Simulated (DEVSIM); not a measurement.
System: abrupt Si p-n junction, at 400 K.

```csv
layer (left to right),material,thickness (μm),Nd (cm⁻³),Na (cm⁻³),τn (s),τp (s)
1,Si,8.00,-,6.3e15,1e-5,1e-5
2,Si,7.80,4.4e17,-,1e-5,1e-5
```

Left contact: ohmic. Right contact: ohmic. Voltage is applied to the left contact. Recombination: SRH at mid-gap, Auger. Mobility is μmin + (μ − μmin)/(1 + (N/Nref)^α).

Constants are typed, rounded textbook-type inputs, not results; the design itself was drawn at random and stands for no fabricated device. Values at 300 K; Nc and Nv go as T^1.5, mobilities as T to minus their exponent, the gap by Varshni's rule with the affinity fixed.

| parameter | Si |
|---|---|
| gap (eV) | 1.124 |
| affinity (eV) | 4.05 |
| permittivity | 11.7 |
| Nc (cm⁻³) | 2.86e19 |
| Nv (cm⁻³) | 3.1e19 |
| μn (cm²/Vs) | 1417 |
| μp (cm²/Vs) | 470 |
| μn,min | 52 |
| μp,min | 45 |
| Nref,n | 9.7e16 |
| Nref,p | 2.2e17 |
| αn | 0.68 |
| αp | 0.72 |
| T exponent of μn | 2.3 |
| T exponent of μp | 2.2 |
| Cn (cm⁶/s) | 2.8e-31 |
| Cp (cm⁶/s) | 9.9e-32 |
| Varshni α (eV/K) | 0.000473 |
| Varshni β (K) | 636 |

DEVSIM, 1D drift-diffusion, Boltzmann statistics, complete ionisation; no tunnelling, impact ionisation, image-force lowering or self-heating.

The thickness of layer 1 was swept, all else fixed.

| thickness of layer 1 (μm) | dark forward voltage at 1 A/cm² (V) | dark forward voltage at 100 A/cm² (V) |
|---|---|---|
| 1.6 | (withheld) | (withheld) |
| 2.8 | 0.330 | 0.510 |
| 4.8 | 0.350 | 0.536 |
| 8 | 0.369 | 0.562 |
| 14 | 0.389 | 0.592 |
| 24 | 0.408 | 0.627 |
| 40 | 0.427 | 0.667 |

Q: Complete the blanks.

A: 
- 1.6, dark forward voltage at 1 A/cm² (V): 0.309
- 1.6, dark forward voltage at 100 A/cm² (V): 0.485
